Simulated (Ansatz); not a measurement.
SnO, response to strain

Consider SnO (space group P4/nmm, No. 129; a = 3.837 Å, c = 4.759 Å; layered, stacked along the Cartesian z axis).

Strains are applied to the cell and any free atomic positions relax.

Method: DFT with PBE-D3(BJ), PAW potentials and a 420 eV plane-wave cutoff in Ansatz (a quantum-chemistry and plane-wave program), spin-orbit coupling left out.

Notes on the quantities. pressure: mean of the normal stresses, compression positive; energy relative to the base: free energy F.

| variant | pressure | volume per atom | largest internal atomic displacement | energy relative to the base |
|---|---|---|---|---|
| base | 0.0 GPa | 17.52 Å³ | – | 0 meV/atom |
| isotropic strain −3.00 % | 5.1 GPa | 15.99 Å³ | 0.065 Å | +23 meV/atom |
| isotropic strain −2.40 % | 3.9 GPa | 16.29 Å³ | 0.052 Å | +14 meV/atom |
| isotropic strain −1.80 % | 2.9 GPa | 16.59 Å³ | 0.039 Å | +8.1 meV/atom |
| isotropic strain −1.20 % | 1.9 GPa | 16.89 Å³ | 0.026 Å | +3.6 meV/atom |
| isotropic strain −0.60 % | 0.9 GPa | 17.20 Å³ | 0.013 Å | +0.9 meV/atom |

Stability against distortions was not tested. The final runs are not spin-polarised.
